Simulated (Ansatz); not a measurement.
We consider Al3BC (P6₃/mmc, No. 194, 10 atoms in the cell; start mp-1228446), described by PBE0 (plane waves, PAW; Ansatz, an electronic-structure program).

Settings: plane-wave cutoff 460 eV, 9×9×2 k mesh (along the axes of the cell as run), Fermi–Dirac smearing 0.01 eV, scalar-relativistic PAW data made under PBE.

Cell (relaxed with PBEsol):

```xyz
10
Lattice="3.4851 0.0000 0.0000 -1.7425 3.0182 0.0000 0.0000 0.0000 11.4998" Properties=species:S:1:pos:R:3 pbc="T T T"
Al     1.7425     1.0061    10.6287
Al     0.0000     2.0121     0.8711
Al     0.0000     2.0121     4.8788
Al     1.7425     1.0061     6.6210
Al     0.0000     0.0000     8.6249
Al     0.0000     0.0000     2.8750
B      0.0000     0.0000     0.0000
B      0.0000     0.0000     5.7499
C      0.0000     2.0121     2.8750
C      1.7425     1.0061     8.6249
```

### Question
Estimate the band gap and smallest direct gap on the k points sampled that the calculation returns.

### Answer

* **band gap**: 1.63 eV (indirect)
* **smallest direct gap on the k points sampled**: 2.99 eV

Note: cell and atoms aren't relaxed at this level (pressure -0.8 GPa).

Cost on a shared machine: roughly 8 core-minutes.

A start named mp-… is a Materials Project structure, which need not be a measured phase.
